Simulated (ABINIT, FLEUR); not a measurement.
A FLEUR input for a self-consistent single point of LaZnIn (P6_3/mmc, 6 atoms in the cell) (DFT, PBEsol, all-electron FLAPW (FLEUR), scalar-relativistic valence):

Input of the input generator:

```
LaZnIn crystal
&input film=f /
4.6494040136 -0.0000000032 0.0000000000
-2.3247020041 4.0265019898 0.0000000000
0.0000000000 0.0000000000 7.8439790000
1.8897261246
1.0 1.0 1.0

6
57 0.0000000000 0.0000000000 -0.0000000000
57 0.0000000000 0.0000000000 0.5000000000
30 0.6666666667 0.3333333333 0.2500000000
30 0.3333333333 0.6666666667 0.7500000000
49 0.6666666667 0.3333333333 0.7500000000
49 0.3333333333 0.6666666667 0.2500000000

&comp jspins=1 /
&exco xctyp='PBEs' /
&kpt div1=6 div2=6 div3=3 gamma=t /
&end /
```

```xml
<?xml version="1.0" encoding="UTF-8" standalone="no"?>
<fleurInput fleurInputVersion="0.39">
   <comment>
      LaZnIn crystal                                                                                      
   </comment>
   <calculationSetup>
      <cutoffs Kmax="4.3" Gmax="17.2" GmaxXC="17.2" numbands="0"/>
      <scfLoop itmax="60" minDistance="0.00001" maxIterBroyd="15" imix="Anderson" alpha="0.05" precondParam="0.0" spinf="2.0"/>
      <coreElectrons ctail="T" frcor="F" kcrel="0" coretail_lmax="0"/>
      <xcFunctional name="PBEs" relativisticCorrections="F"/>
      <magnetism jspins="1"/>
      <soc l_soc="F" theta="0.0" phi="0.0" spav="F"/>
      <expertModes spex="0" secvar="F"/>
      <geometryOptimization l_f="T" forcealpha="1.0" forcemix="BFGS" epsdisp="0.00001" epsforce="0.00001"/>
      <ldaU l_linMix="F" mixParam="0.05" spinf="1.0"/>
   </calculationSetup>
   <cell>
      <bzIntegration valenceElectrons="72.0" mode="hist" fermiSmearingEnergy="0.00499791">
         <kPointListSelection listName="default-1"/>
         <!-- k-points included here -->
         <xi:include xmlns:xi="http://www.w3.org/2001/XInclude" href="kpts.xml"> </xi:include>
      </bzIntegration>
      <!-- symmetry operations included here -->
      <xi:include xmlns:xi="http://www.w3.org/2001/XInclude" href="sym.xml"> </xi:include>
      <bulkLattice scale="1.0">
         <bravaisMatrix>
            <row-1>    8.7861002283200129    -0.0000000060471236     0.0000000000000000</row-1>
            <row-2>   -4.3930501090577465     7.6089860008789421     0.0000000000000000</row-2>
            <row-3>    0.0000000000000000     0.0000000000000000    14.8229720371137823</row-3>
         </bravaisMatrix>
      </bulkLattice>
   </cell>
   <atomSpecies>
      <species name="Lanthanum (La)" element="La" atomicNumber="57">
         <mtSphere radius="2.63" gridPoints="925" logIncrement="0.014"/>
         <atomicCutoffs lmax="10" lnonsphr="8"/>
         <electronConfig flipSpins="F">
            <coreConfig>(1s1/2) (2s1/2) (2p1/2) (2p3/2) (3s1/2) (3p1/2) (3p3/2) (4s1/2) (3d3/2) (3d5/2) (4p1/2) (4p3/2) (4d3/2) (4d5/2)</coreConfig>
            <valenceConfig>(5s1/2) (5p1/2) (5p3/2) (6s1/2) (5d3/2) (5d5/2)</valenceConfig>
            <stateOccupation state="(5d3/2)" spinUp="0.2" spinDown="0.2"/>
            <stateOccupation state="(5d5/2)" spinUp="0.3" spinDown="0.3"/>
         </electronConfig>
         <energyParameters s="6" p="6" d="5" f="4"/>
         <lo type="SCLO" l="0" n="5" eDeriv="0"/>
         <lo type="SCLO" l="1" n="5" eDeriv="0"/>
      </species>
      <species name="Zinc (Zn)" element="Zn" atomicNumber="30">
         <mtSphere radius="2.36" gridPoints="833" logIncrement="0.015"/>
         <atomicCutoffs lmax="10" lnonsphr="8"/>
         <electronConfig flipSpins="F">
            <coreConfig>(1s1/2) (2s1/2) (2p1/2) (2p3/2) (3s1/2) (3p1/2) (3p3/2)</coreConfig>
            <valenceConfig>(4s1/2) (3d3/2) (3d5/2)</valenceConfig>
         </electronConfig>
         <energyParameters s="4" p="4" d="3" f="4"/>
         <lo type="HELO" l="2" n="4" eDeriv="0"/>
      </species>
      <species name="Indium (In)" element="In" atomicNumber="49">
         <mtSphere radius="2.36" gridPoints="833" logIncrement="0.015"/>
         <atomicCutoffs lmax="10" lnonsphr="8"/>
         <electronConfig flipSpins="F">
            <coreConfig>(1s1/2) (2s1/2) (2p1/2) (2p3/2) (3s1/2) (3p1/2) (3p3/2) (4s1/2) (3d3/2) (3d5/2) (4p1/2) (4p3/2)</coreConfig>
            <valenceConfig>(5s1/2) (4d3/2) (4d5/2) (5p1/2) (5p3/2)</valenceConfig>
            <stateOccupation state="(5p1/2)" spinUp="0.1666666666667" spinDown="0.1666666666667"/>
            <stateOccupation state="(5p3/2)" spinUp="0.3333333333333" spinDown="0.3333333333333"/>
         </electronConfig>
         <energyParameters s="5" p="5" d="5" f="4"/>
         <lo type="SCLO" l="2" n="4" eDeriv="0"/>
      </species>
   </atomSpecies>
   <atomGroups>
      <atomGroup species="Lanthanum (La)">
         <relPos label="                   1">.0000000000 .0000000000 .0000000000</relPos>
         <relPos label="                   2">.0000000000 .0000000000 1.000/2.000</relPos>
         <force calculate="T" relaxXYZ="TTT"/>
      </atomGroup>
      <atomGroup species="Zinc (Zn)">
         <relPos label="                   3">-1.000/3.000 1.000/3.000 1.000/4.000</relPos>
         <relPos label="                   4">1.000/3.000 -1.000/3.000 -1.000/4.000</relPos>
         <force calculate="T" relaxXYZ="TTT"/>
      </atomGroup>
      <atomGroup species="Indium (In)">
         <relPos label="                   5">-1.000/3.000 1.000/3.000 -1.000/4.000</relPos>
         <relPos label="                   6">1.000/3.000 -1.000/3.000 1.000/4.000</relPos>
         <force calculate="T" relaxXYZ="TTT"/>
      </atomGroup>
   </atomGroups>
   <output dos="F" band="F" slice="F">
      <checks vchk="F" cdinf="F"/>
      <bandDOS minEnergy="-.5*Htr" maxEnergy="0.5*Htr" sigma="0.015" storeEVData="T"/>
      <vacuumDOS vacdos="F" integ="F" star="F" nstars="0" locx1="0.0" locy1="0.0" locx2="0.0" locy2="0.0" nstm="0" tworkf="0.0"/>
      <unfoldingBand unfoldBand="F" supercellX="1" supercellY="1" supercellZ="1"/>
      <plotting iplot="0" polar="F">
         <plot TwoD="T" vec1="  1.0  0.0  0.0" vec2="  0.0  1.0  0.0" vec3="  0.0  0.0  1.0" zero="  0.0  0.0  0.0" file="plot"/>
      </plotting>
      <chargeDensitySlicing numkpt="0" minEigenval="0.0" maxEigenval="0.0" nnne="0" pallst="F"/>
      <specialOutput eonly="F"/>
      <magneticCircularDichroism mcd="F" energyLo="-10.0" energyUp="0.0"/>
   </output>
  <!-- We include the file relax.xml here to enable relaxations (see documentation) -->
  <xi:include xmlns:xi="http://www.w3.org/2001/XInclude" href="relax.xml"> <xi:fallback/> </xi:include>
</fleurInput>
```

Problem. Translate this input to ABINIT.

Solution. This is the input that was run; spellings and numerical settings could be chosen otherwise.

```
# LaZnIn, JTH v2.0 PBE PAW
pp_dirpath "./"
pseudos "La.GGA_PBE-JTH.xml, Zn.GGA_PBE-JTH.xml, In.GGA_PBE-JTH.xml"
acell 4.6494040136 4.6494040136 7.8439790000 Angstrom
rprim
         1.0000000000   -0.0000000007    0.0000000000
        -0.4999999994    0.8660254041    0.0000000000
         0.0000000000    0.0000000000    1.0000000000
natom 6
ntypat 3
znucl 57 30 49
typat 1 1 2 2 3 3
xred
         0.0000000000    0.0000000000    0.0000000000
         0.0000000000    0.0000000000    0.5000000000
         0.6666666667    0.3333333333    0.2500000000
         0.3333333333    0.6666666667    0.7500000000
         0.6666666667    0.3333333333    0.7500000000
         0.3333333333    0.6666666667    0.2500000000
ecut 816 eV
pawecutdg 1633 eV
pawxcdev 0
ixc -116133
occopt 3
tsmear 0.00499791
nband 46
kptopt 1
ngkpt 6 6 3
nshiftk 1
shiftk 0 0 0
nstep 80
toldfe 1.0e-09
prtwf 0
prtden 0
enunit 2
```

Basis settings and potentials, where a program has them, do not carry over. This input uses DFT, PBEsol, plane waves, PAW (JTH v2.0 PBE PAW, files made for PBE).

The starting cell comes from a database of computed structures (which also holds hypothetical and non-ambient phases and stackings), without a prior relaxation at this level. For this run, on top of that: lattice scaled by 0.98.
